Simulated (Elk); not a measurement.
Worked example: self-consistent single point of TiGeSb (P4/nmm, 6 atoms in the cell) in Elk.

Method of the run: Elk with PBEsol, all-electron FP-LAPW, Elk's shipped species files, LAPW+lo basis.

The change in words: lattice scaled by 0.98. Reference geometry:
```
TiGeSb
1.0
    3.66286     0.00000     0.00000
    0.00000     3.66286     0.00000
    0.00000     0.00000     8.17256
Ti Ge Sb
2 2 2
Direct
  0.00000   0.50000   0.75285
  0.50000   0.00000   0.24715
  0.00000   0.00000   0.00000
  0.50000   0.50000   0.00000
  0.00000   0.50000   0.38354
  0.50000   0.00000   0.61646
```

Reference input (self-consistent single point, DFT, PBEsol, all-electron FP-LAPW, Elk's shipped species files, LAPW+lo basis): xctype = 22; rgkmax = 7.5; stype = 0; swidth = 0.00499791 Ha; ngridk = 7 7 3; gmaxvr = 16 1/bohr; nxoapwlo = 1; maxscl = 100. This run's input differs from it in these lines:

```diff
@@ -25,5 +25,5 @@
 avec
-    6.9218041226    0.0000000000    0.0000000000
-    0.0000000000    6.9218041226    0.0000000000
-    0.0000000000    0.0000000000   15.4438982473
+    6.7833684559    0.0000000000    0.0000000000
+    0.0000000000    6.7833684559    0.0000000000
+    0.0000000000    0.0000000000   15.1350206225
```

The program printed (abridged):

```
│ Self-consistent loop started │
│ Loop number : 1 │
 total energy                :     -18874.2449191
│ Loop number : 2 │
 total energy                :     -18874.4132512
RMS change in Kohn-Sham potential (target) :   0.2092076783     (  0.1000000000E-05)
Absolute change in total energy (target)   :   0.1683320174     (  0.1000000000E-03)
│ Loop number : 3 │
 total energy                :     -18874.2616247
RMS change in Kohn-Sham potential (target) :   0.2092603531     (  0.1000000000E-05)
Absolute change in total energy (target)   :   0.1095434487     (  0.1000000000E-03)
│ Loop number : 4 │
   [... lines left out ...]
Absolute change in total energy (target)   :   0.4603362831E-03 (  0.1000000000E-03)
│ Loop number : 15 │
 total energy                :     -18862.8642419
RMS change in Kohn-Sham potential (target) :   0.1040095007E-05 (  0.1000000000E-05)
Absolute change in total energy (target)   :   0.1298535426E-03 (  0.1000000000E-03)
│ Loop number : 16 │
 total energy                :     -18862.8642597
RMS change in Kohn-Sham potential (target) :   0.3482951406E-06 (  0.1000000000E-05)
Absolute change in total energy (target)   :   0.5025765131E-04 (  0.1000000000E-03)
Convergence targets achieved

│ Loop number : 17 │

Energies :
 Fermi                       :     0.360369067004
 total energy                :     -18862.8642757

Density of states at Fermi energy :    79.63878457
 (states/Hartree/unit cell)

Estimated indirect band gap :   0.3190832851E-02
 from k-point     13 to k-point      5
Estimated direct band gap   :   0.1485799841E-01
 at k-point     15

Charges :
 core                        :    128.0000000
 valence                     :    82.00000000
 interstitial                :    9.174267033
 muffin-tins (core leakage)
  species :    1 (Ti)
   atom    1                 :    20.49053155     (  0.5597318165E-09)
   atom    2                 :    20.49053155     (  0.5597318165E-09)
  species :    2 (Ge)
   atom    1                 :    30.69757096     (  0.4036588429E-03)
   atom    2                 :    30.69757096     (  0.4036588429E-03)
  species :    3 (Sb)
   atom    1                 :    49.22476398     (  0.8104640406E-03)
   atom    2                 :    49.22476398     (  0.8104640406E-03)
 total in muffin-tins        :    200.8257330
 total calculated charge     :    209.9886310
 total charge                :    210.0000000
 error                       :   0.1136904034E-01

│ Self-consistent loop stopped │
```

The run converged in 17 iterations. The count includes the last loop, which Elk runs after its targets are met. 

The starting cell comes from a database of computed structures (which also holds hypothetical and non-ambient phases and stackings), without a prior relaxation at this level. Its lattice was rescaled by a random factor within 2.5 % of one. For this run, on top of that: lattice scaled by 0.98. Spin-orbit coupling is off. Spin polarisation is off. Values depend on the basis (sphere radii, cutoffs, local orbitals), which need not be converged. The log's line on a gap gives a spacing of levels on this mesh, which the program prints for metals too.

Cost on one core of a shared machine: roughly 2 min.
